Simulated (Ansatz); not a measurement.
The reference is In2O3 (space group P-3m1, No. 164; a = 3.419 Å, c = 6.094 Å; a hypothetical phase, not in the database extracts checked).

Levels (all Ansatz, a quantum-chemistry and plane-wave program, PAW): PBEsol (420 eV, without spin-orbit coupling); r2SCAN (500 eV, without spin-orbit coupling); HSE06 (420 eV, no spin-orbit coupling).

One geometry, relaxed with PBEsol, under each level:

| level | band gap | lowest conduction level above the VBM at special points | pressure |
|---|---|---|---|
| PBEsol | 0.70 eV | Γ 0.70 eV; A 2.92 eV; M 3.97 eV; L 4.37 eV | 0.00 GPa |
| r2SCAN | 1.31 eV | Γ 1.31 eV; A 3.41 eV; M 4.71 eV; L 5.09 eV | -0.08 GPa |
| HSE06 | ___ | ___ | – |

Q: Give the withheld HSE06 results.

A: 
- HSE06, band gap: 2.18 eV
- HSE06, lowest conduction level above the VBM at special points: Γ 2.18 eV; A 4.26 eV; M 5.70 eV

Single points use the geometry relaxed with PBEsol. Their cutoffs differ, which shifts pressures a little. The hybrid gap comes from the SCF mesh plus the semilocal run's edge points and a few special points and is an upper bound. No phonon test of stability was made. The base started in P3m1 and relaxed to P-3m1 at this level.
